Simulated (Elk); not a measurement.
Band structure of KSrMg₆ (Amm2, 8 atoms in the cell).

```yaml
crystal:
  lattice:
    - [5.56618, 0.00000, 0.00000]
    - [0.00000, 3.52036, 6.16999]
    - [0.00000, -3.52036, 6.16999]
  atoms:
    - { symbol: K, position: [0.00000, 0.83955, 0.83955] }
    - { symbol: Sr, position: [0.50000, 0.66115, 0.66115] }
    - { symbol: Mg, position: [0.00000, 0.32358, 0.83816] }
    - { symbol: Mg, position: [0.00000, 0.83816, 0.32358] }
    - { symbol: Mg, position: [0.00000, 0.33313, 0.33313] }
    - { symbol: Mg, position: [0.50000, 0.17714, 0.66188] }
    - { symbol: Mg, position: [0.50000, 0.66188, 0.17714] }
    - { symbol: Mg, position: [0.50000, 0.16540, 0.16540] }
```

Method of the run: LDA (PW92), all-electron FP-LAPW, Elk's shipped species files, default APW+lo basis (Elk).

Settings: xctype = 3; rgkmax = 7; stype = 0; swidth = 0.00999582 Ha; ngridk = 3 3 3.

The starting cell comes from a database of computed structures (which also holds hypothetical and non-ambient phases and stackings), without a prior relaxation at this level. Values depend on the basis (sphere radii, cutoffs, local orbitals), which need not be converged.

Levels in eV from the Fermi level, bands 37 to 44:
```tsv
point	37	38	39	40	41	42	43	44
Γ	-1.60	-1.17	-0.73	-0.42	-0.11	1.14	1.74	1.93
X	-0.44	-0.36	-0.35	-0.02	0.31	0.60	0.81	1.40
S	-0.56	-0.44	-0.04	0.26	0.54	0.90	1.45	1.64
R	-1.37	-1.24	-1.14	-0.93	0.83	1.41	1.90	2.09
A	-2.33	-2.06	0.32	0.48	0.62	0.69	1.11	1.18
Z	-1.19	-1.01	-0.86	-0.80	-0.11	-0.02	0.25	0.36
Y	-0.37	-0.26	0.22	0.23	0.33	0.61	0.64	0.95
X1	-0.44	-0.36	-0.35	-0.02	0.31	0.60	0.81	1.40
A1	-2.33	-2.06	0.32	0.48	0.62	0.69	1.11	1.18
T	-1.59	-1.51	-0.81	-0.51	0.69	1.18	2.01	2.07
```

Bands cross the Fermi level along this path, so the cell is metallic at this level.
